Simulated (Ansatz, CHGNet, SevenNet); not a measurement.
Equilibrium lattice constant a of WSi (model structure, started from the NbAs type, I4₁md, No. 109, 4 atoms in the cell) at several levels of theory

No measured value is used here.

```csv
level (code),value (Å)
CHGNet 0.3.0,3.392
CHGNet-r²SCAN,3.372
SevenNet-l3i5,3.310
LDA (Ansatz),3.322
PBE (Ansatz),3.367
PBEsol (Ansatz),3.343
r²SCAN (Ansatz),3.347
```

Density-functional levels without +SOC have no spin–orbit coupling. LDA, PBE, PBEsol, r²SCAN: the run has no spin polarisation, so it can have missed a magnetic state. Cutoffs differ between the levels. Ansatz's density-functional and Hartree–Fock values are scalar-relativistic unless marked +SOC, with PAW data made under PBE.

Machine-learned potentials (CHGNet 0.3.0, CHGNet-r²SCAN, SevenNet-l3i5) are trained on DFT data: a solid inside that data is no test of them.

A model structure was made by putting elements into a prototype or built by hand; it is no filed structure, need not be a known phase, and can be a saddle point held by its symmetry.

Ansatz is a first-principles code.
